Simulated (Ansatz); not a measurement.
Start from ZrB2 (space group P6/mmm, No. 191; relaxed with 0.1 eV smearing).

```
ZrB2
1.0
    3.15522     0.00000     0.00000
   -1.57761     2.73250     0.00000
    0.00000     0.00000     3.50621
Zr B
1 2
Direct
  0.00000   0.00000   0.00000
  0.66667   0.33333   0.50000
  0.33333   0.66667   0.50000
```

Cartesian axes are those of the cell as printed.

All numbers come from Ansatz (a first-principles code), PBEsol, PAW, cutoff 420 eV, no spin-orbit coupling.

For the base:

```
Item                            Result
-----------------------------  -------
Shortest interatomic distance  1.822 Å
Pressure                       0.0 GPa
```

Now apply this change: uniaxial strain ε_xx = −0.50 %, all other strain components held at zero; the atoms relax in the strained cell.

Problem. What does the calculation give for the shortest interatomic distance after the change?

Solution. The shortest interatomic distance drops by 0.007 Å (1.822 Å → 1.815 Å).

Problem. What does the calculation give for the pressure after the change?

Solution. The pressure (mean of the normal stresses, compression positive) goes from zero to 1.3 GPa.

Problem. Estimate the effect on the energy relative to the base.

Solution. The energy grows by 0.5 meV/atom.

Stability against distortions was not tested. The final runs are not spin-polarised.
